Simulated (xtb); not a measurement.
xtb 6.7.1, GFN1-xTB: Sn(H)(OH)(NH2)2 ([NH2][SnH]([NH2])[OH]), 10 atoms. The geometry is a generated start, not checked to be a minimum at this level.

```json
{
  "run_flags": "--grad",
  "method": "GFN1-xTB",
  "--acc": "1 (default)",
  "--etemp (K)": "300 (default)",
  "basis_functions": "34",
  "valence_electrons": "26"
}
```

```xyz
10

Sn     0.0273     0.2917    -0.3513
N     -0.9532    -1.3911    -0.7739
N      1.5630    -0.2915     0.7949
O     -1.0747     1.3853     0.8490
H      0.3057     1.1526    -1.7855
H     -1.9064    -1.2385    -1.0780
H     -1.0058    -1.9887     0.0435
H      2.3535    -0.6586     0.2819
H      1.9132     0.4390     1.4021
H     -1.2226     2.2998     0.6173
```

One run each on 1 thread. Values of broydamp tried: 0.02, 0.05, 0.1, 0.2, 0.4 (default), 0.6, 0.8, 1.

Problem. Which value of broydamp needs the fewest SCC iterations, and what happens away from it?

Solution. Fewest SCC iterations, within one of each other: 0.4 (default) with 10, 0.6 with 10, 0.8 with 11, 1 with 11. The count rises to 17 at 0.02. All converge to one solution.

| broydamp | SCC iterations | end |
|---|---|---|
| 0.02 | 17 | same solution |
| 0.05 | 16 | same solution |
| 0.1 | 14 | same solution |
| 0.2 | 12 | same solution |
| 0.4 (default) | 10 | same solution |
| 0.6 | 10 | same solution |
| 0.8 | 11 | same solution |
| 1 | 11 | same solution |
